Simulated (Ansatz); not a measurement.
System: rock-salt LaTe. Method: HSE06 (Ansatz, a program for electronic structure, PAW).

The run printed, among other lines:

```
WARN output.stress: scf.exx.energy_threshold = 1e-6 eV is looser than the 2e-8 eV advised for a stress under a hybrid functional (1e-8 eV for each atom of the …
Crystal: 2 atoms, lattice volume = 67.296 Å³
Basis set: ecut = 460 eV, 1459 PW (Γ), exchange–correlation on 64×64×64 points (8 copies of the dense FFT grid, shifted against one another)
Bands: 18, of which v1, the nominal top of the filled ones, is band 14 counted from 1 (13 counted from 0)
Symmetry: 48 space group operations
Space group: Fm-3m (ITA 225), of the structure as read, at distance tolerance 4.1e-5 Å
k-points: 29 of 512
SCF iter   1: F=—  HF=-13233.234561 eV  |F-HF|=—  |Δ(HF+E_count)|=         —  Δρ=2.03e-3  dr2=2.68e-3
SCF iter   2: F=—  HF=-13233.235716 eV  |F-HF|=—  |Δ(HF+E_count)|=   1.16e-3  Δρ=1.02e-3  dr2=9.12e-4
  ...
SCF 1 converged in 10 iterations: F = -13233.235591 eV  dr2 = 1.18e-10
Crystal: 2 atoms, lattice volume = 67.296 Å³
Initial density: handed on by an earlier stage of this run
Crystal: 2 atoms, lattice volume = 67.296 Å³
SCF iter   5: F=—  HF=-13242.444633 eV  |F-HF|=—  |Δ(HF+E_count)|=   2.82e-7  Δρ=1.30e-6  dr2=1.84e-9
SCF iter   6: F=-13242.444633 eV  HF=-13242.444633 eV  |F-HF|=5.28e-11  |Δ(HF+E_count)|=   8.40e-9  Δρ=3.75e-7  dr2=1.24e-10
SCF 3 converged in 6 iterations: F = -13242.444633 eV  dr2 = 1.24e-10
Free energy (F): -13242.444633 eV
Internal energy: -13242.433402 eV  (E = F + TS)
E sigma→0 (E₀):  -13242.439018 eV
Fermi energy:    11.635071 eV
--- Forces (eV/Å), atoms counted from 1 ---
  atom   1  La    -0.00000000     0.00000000     0.00000000
  atom   2  Te     0.00000000     0.00000000     0.00000000
--- Stress (GPa, compression-positive) ---
       -0.003517       0.000000      -0.000000
       -0.000000      -0.003517       0.000000
        0.000000      -0.000000      -0.003517
  P = ⅓ Tr σ = -0.0035 GPa (-0.035 kbar)
```

Task: Write an input file that could have produced this run (the log leaves some choices open).

Result: One answer among several that fit: 
Ansatz 0.2 input:
```yaml
crystal:
  lattice:
    - [0.0, 3.2283935246, 3.2283935246]
    - [3.2283935246, 0.0, 3.2283935246]
    - [3.2283935246, 3.2283935246, 0.0]
  atoms:
    - { symbol: La, position: [0.0, 0.0, 0.0] }
    - { symbol: Te, position: [0.5, 0.5, 0.5] }
basis:
  ecutwfc: 460
  ecutrho_ratio: 4
  xc_grid: 2
kpoints:
  mp_grid: { grid: [8, 8, 8] }
hamiltonian:
  xc: hse06
  dispersion: none
  pseudopotentials: { kind: paw }
scf:
  occupations: { method: fermi_dirac, width: 0.05 }
  convergence: { dr2_threshold: 0.0000000002 }
output:
  forces: true
  stress: true
  eigenvalues: true
```

The PAW data were made under PBE.
